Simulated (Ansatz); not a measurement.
Pressure series in SiS2

The parent structure is SiS2 (space group Ibam, No. 72; made of chains).

```
CELL_PARAMETERS angstrom
     -2.90154     4.94591     2.77276
      2.90154    -4.94591     2.77276
      2.90154     4.94591    -2.77276
ATOMIC_POSITIONS crystal
  S  0.88521 0.80033 0.68554
  S  0.38521 0.69967 0.08488
  S  0.61479 0.30033 0.91512
  S  0.11479 0.19967 0.31446
  Si 0.75000 0.75000 0.00000
  Si 0.25000 0.25000 0.00000
```

Cell and atoms are relaxed at each pressure.

The values are results of r2SCAN (Ansatz, a quantum-chemistry and plane-wave program; PAW; 500 eV plane waves; no spin-orbit coupling), not measurements.

Notes on the quantities. enthalpy: H = E + PV relative to the base's energy.

```csv
case,smallest direct gap,width of the top valence band,band gap,enthalpy
base,3.61 eV,0.83 eV,3.31 eV,–
pressure 0.3 GPa,___,___,___,+0.05 eV/atom
pressure 0.7 GPa,3.50 eV,0.88 eV,3.16 eV,+0.11 eV/atom
pressure 1.5 GPa,3.44 eV,0.96 eV,3.05 eV,+0.23 eV/atom
pressure 5 GPa,3.32 eV,1.12 eV,2.72 eV,+0.71 eV/atom
pressure 7.5 GPa,3.29 eV,1.17 eV,2.59 eV,+1.02 eV/atom
pressure 10 GPa,2.97 eV,1.23 eV,2.51 eV,+1.32 eV/atom
```

**Question.** Some entries are withheld; estimate them.

**Answer.** 
- pressure 0.3 GPa, smallest direct gap: 3.54 eV
- pressure 0.3 GPa, width of the top valence band: 0.86 eV
- pressure 0.3 GPa, band gap: 3.25 eV

Load acts through the strain it causes; cell and atoms are relaxed under it. Stability against distortions was not tested. Competing high-pressure phases were not computed. No dispersion term is included, though the crystal is made of layers, chains or molecules, so its spacings can come out too wide.
